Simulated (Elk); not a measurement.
# Worked example: self-consistent single point of MnO (Fm-3m, 2 atoms in the cell) in Elk

Level of theory: PBE+U, all-electron FP-LAPW, Elk's shipped species files, APW+lo basis with extra local orbitals (Elk).

The input file:

```
tasks
  0

xctype
  20

spinpol
  .true.

reducebf
  0.5

rgkmax
  8.0

gmaxvr
  14.0

nxlo
  2

lorbcnd
  .true.

rmtscf
  0.94

lmaxi
  3

nempty
  8

swidth
  0.00367493

maxscl
  100

dft+u
  1 1
  1 2  0.143322  0.000000

scale
  5.964149357

avec
    0.0000000000    0.7071067812    0.7071067812
    0.7071067812    0.0000000000    0.7071067812
    0.7071067812    0.7071067812    0.0000000000

atoms
  2
  'Mn.in'
  1
  0.0000000000  0.0000000000  0.0000000000    0.0 0.0 -2.0
  'O.in'
  1
  0.5000000000  0.5000000000  0.5000000000    0.0 0.0 0.0

ngridk
  7 7 7
```

The program printed (abridged):

```
│ Elk code version 10.2.4 │

All units are atomic (Hartree, Bohr, etc.)

│ Ground-state run starting from atomic densities │

Lattice vectors :
   0.000000000       4.217290454       4.217290454
   4.217290454       0.000000000       4.217290454
   4.217290454       4.217290454       0.000000000

Unit cell volume      :    150.0135658
Brillouin zone volume :    1.653518547

Muffin-tin inner radius fraction :   0.1000000000E-01

Nuclei treated as point charges

Species :    1 (Mn)
 parameters loaded from : Mn.in
 name : manganese
 nuclear charge    :   -25.00000000
 electronic charge :    25.00000000
 atomic mass :    100145.9369
 muffin-tin radius :    2.256000000
 number of radial points in muffin-tin :    497
 atomic positions (lattice), magnetic fields (Cartesian) :
   1 :   0.00000000  0.00000000  0.00000000    0.00000000  0.00000000 -2.00000000

Species :    2 (O)
 parameters loaded from : O.in
 name : oxygen
 nuclear charge    :   -8.000000000
 electronic charge :    8.000000000
 atomic mass :    29165.12202
 muffin-tin radius :    1.692000000
 number of radial points in muffin-tin :    297
 atomic positions (lattice), magnetic fields (Cartesian) :
   1 :   0.50000000  0.50000000  0.50000000    0.00000000  0.00000000  0.00000000

Total number of atoms per unit cell :    2

Spin treatment :
 spin-polarised
 global magnetic field (Cartesian) :    0.000000000       0.000000000       0.000000000
 collinear magnetisation in z-direction

Number of Bravais lattice symmetries :   48
Number of crystal symmetries         :   48
Crystal has inversion symmetry
Real symmetric eigensolver will be used

k-point grid :      7     7     7
k-point offset :    0.000000000       0.000000000       0.000000000
k-point set is reduced with full crystal symmetry group
Total number of k-points :       20

Muffin-tin radius times maximum |G+k| :    8.000000000
 using average radius
   [... lines left out ...]

G-vector grid sizes :     27    27    27
Number of G-vectors :     6879

Maximum angular momentum used for
 APW functions                      :    8
 outer part of muffin-tin           :    6
 inner part of muffin-tin           :    3

Total nuclear charge    :   -33.00000000
Total core charge       :    12.00000000
Total valence charge    :    21.00000000
Total excess charge     :    0.000000000
Total electronic charge :    33.00000000

Effective Wigner radius, rₛ :    1.027643931

Number of empty states         :   16
Total number of valence states :   54
Total number of core states    :   12

Conduction state local-orbitals added automatically
Total number of local-orbitals :  149

Exchange-correlation functional :     20     0     0
 Perdew-Burke-Ernzerhof, Phys. Rev. Lett. 77, 3865 (1996)
 gradient requirement :    1
 generalised gradient approximation (GGA)

DFT+U calculation
 fully localised limit (FLL)
 see Phys. Rev. B 52, R5467 (1995)
 species :    1 (Mn), l =  2, U =   0.14332200, J =   0.00000000

Smearing type :    3
 Fermi-Dirac
Smearing width :   0.3674930000E-02
Effective electronic temperature (K) :    1160.451112

Mixing type :    3
 Broyden mixing, J. Phys. A: Math. Gen. 17, L317 (1984)

Kohn-Sham potential initialised from atomic data
│ Self-consistent loop started │
│ Loop number : 1 │
 total energy                :     -1238.50408953
 total moment                :    4.388279983
│ Loop number : 2 │
 total energy                :     -1240.12905701
 total moment                :    4.998502862
RMS change in Kohn-Sham potential (target) :    3.020217430     (  0.1000000000E-05)
Absolute change in total energy (target)   :    1.624967473     (  0.1000000000E-03)
│ Loop number : 3 │
 total energy                :     -1238.55178204
 total moment                :    5.000607792
RMS change in Kohn-Sham potential (target) :    2.992443551     (  0.1000000000E-05)
Absolute change in total energy (target)   :    1.171033100     (  0.1000000000E-03)
│ Loop number : 4 │
 total energy                :     -1236.27904062
 total moment                :    5.000533044
RMS change in Kohn-Sham potential (target) :    2.915507398     (  0.1000000000E-05)
Absolute change in total energy (target)   :    2.565499691     (  0.1000000000E-03)
│ Loop number : 5 │
 total energy                :     -1213.05890016
   [... lines left out ...]
 total moment                :    5.000507701
RMS change in Kohn-Sham potential (target) :   0.1527490774E-04 (  0.1000000000E-05)
Absolute change in total energy (target)   :   0.1056069621E-03 (  0.1000000000E-03)
│ Loop number : 19 │
 total energy                :     -1233.97447993
 total moment                :    5.000507510
RMS change in Kohn-Sham potential (target) :   0.6367210772E-05 (  0.1000000000E-05)
Absolute change in total energy (target)   :   0.5503203306E-04 (  0.1000000000E-03)
│ Loop number : 20 │
 total energy                :     -1233.97453605
 total moment                :    5.000507592
RMS change in Kohn-Sham potential (target) :   0.1505551368E-05 (  0.1000000000E-05)
Absolute change in total energy (target)   :   0.6988430346E-04 (  0.1000000000E-03)
│ Loop number : 21 │
 total energy                :     -1233.97454458
 total moment                :    5.000507628
RMS change in Kohn-Sham potential (target) :   0.7825758062E-06 (  0.1000000000E-05)
Absolute change in total energy (target)   :   0.2599196364E-04 (  0.1000000000E-03)
Convergence targets achieved

│ Loop number : 22 │

Energies :
 Fermi                       :     0.278677155039
 sum of eigenvalues          :     -710.745292284
 electron kinetic            :      1247.99909694
 core electron kinetic       :      1112.40138412
 Coulomb                     :     -2421.21854715
 Coulomb potential           :     -1879.62303921
 nuclear-nuclear             :     -175.371444849
 electron-nuclear            :     -2612.07116539
 Hartree                     :      366.224063089
 Madelung                    :     -1481.40702754
 xc potential                :     -78.7139274810
 xc effective B-field        :    -0.403051713128
 external B-field            :      0.00000000000
 exchange                    :     -59.7093622939
 correlation                 :     -1.36310198825
 DFT+U                       :     0.317426344683
 electron entropic           :    -0.552780400885E-04
 total energy                :     -1233.97454343
 (external B-field energy excluded from total)

Density of states at Fermi energy :   0.7762659314
 (states/Hartree/unit cell)

Estimated indirect band gap :   0.4336298700E-01
 from k-point      1 to k-point     15
Estimated direct band gap   :   0.4812478676E-01
 at k-point      1

Charges :
 core                        :    12.00000000
 valence                     :    21.00000000
 interstitial                :    2.297433624
 muffin-tins (core leakage)
  species :    1 (Mn)
   atom    1                 :    23.28583320     (  0.9794831612E-11)
  species :    2 (O)
   atom    1                 :    7.416733174     (  0.3309418828E-07)
 total in muffin-tins        :    30.70256638
 total calculated charge     :    33.00827013
 total charge                :    33.00000000
 error                       :   0.8270132271E-02

Moments :
 interstitial                :   0.2765980956
 muffin-tins
  species :    1 (Mn)
   atom    1                 :    4.563451561
  species :    2 (O)
   atom    1                 :   0.1604579821
 total in muffin-tins        :    4.723909543
 total moment                :    5.000507639

│ Self-consistent loop stopped │
```

The run converged in 22 iterations. The count includes the last loop, which Elk runs after its targets are met.

The starting cell comes from a database of computed structures (which also holds hypothetical and non-ambient phases and stackings), without a prior relaxation at this level. Its lattice was rescaled by a random factor within 2.5 % of one. With one magnetic atom in the cell only a parallel order is possible. With U or open f shells several self-consistent states can exist. Values depend on the basis (sphere radii, cutoffs, local orbitals), which need not be converged. The log's line on a gap gives a spacing of levels on this mesh, which the program prints for metals too.
